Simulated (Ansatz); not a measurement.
```yaml
crystal:
  lattice:
    - [2.46009, 0.00000, 0.00000]
    - [-1.23004, 2.13050, 0.00000]
    - [0.00000, 0.00000, 4.16292]
  atoms:
    - { symbol: C, position: [0.33333, 0.66667, 0.00057] }
    - { symbol: C, position: [0.66667, 0.33333, 0.50057] }
    - { symbol: C, position: [0.33333, 0.66667, 0.37443] }
    - { symbol: C, position: [0.66667, 0.33333, 0.87443] }
```

All values below come from r2SCAN, rigid bands (plane waves, PAW, scalar-relativistic; Ansatz, a quantum-chemistry and plane-wave program). Condition of this run: biaxial stress in the c plane of 22 GPa (compression positive) (the target of the relaxation). Cell: cell and atoms relaxed with PBEsol, then loaded as said.

Question: Predict the hole conductivity mass (n e² τ/σ) at 300 K, by direction if it differs.

Answer: 0.43 (x), 0.43 (y), 0.68 (z) mₑ.

Question: What conductivity effective mass do dilute electrons have at 300 K?

Answer: 0.45 (x), 0.45 (y), 0.27 (z) mₑ.

Question: And the band gap?

Answer: 3.40 eV at this level; semilocal functionals usually fall short of the measured gap.

Rigid bands, one relaxation time for all states, no polarons. Spin-orbit coupling is left out. Geometry: cell and atoms relaxed with PBEsol.
